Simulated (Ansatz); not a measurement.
The starting structures come from a database of crystals and need not be the phases stable at ambient conditions.

 Where the default PAW files enter, the runs use the earlier of Ansatz's two default sets.

By PBEsol, the system below comes out a metal.

Without scattering a metal conducts by its projected Fermi surface.

```xyz
2
Lattice="2.7310 0.0000 0.0000 0.0000 4.4285 0.0000 1.3655 0.0000 2.4361" Properties=species:S:1:pos:R:3 pbc="T T T"
Rh     2.7310     1.1071     1.6240
Rh     1.3655     3.3214     0.8120
```

Space group of this cell: Cmcm. The cell is strained (lengths along the current scaled by 1.03, ions clamped); by PBEsol its mean pressure is -19.4 GPa.

The current flows along the normal of the first two printed cell vectors. No spin-orbit coupling; the value is a mean over 0.1 eV about the Fermi level.

Give the ballistic conductance per area that PBEsol (Ansatz, an electronic-structure program) yields.

1.6 × 10¹⁵ S/m² for both spins.
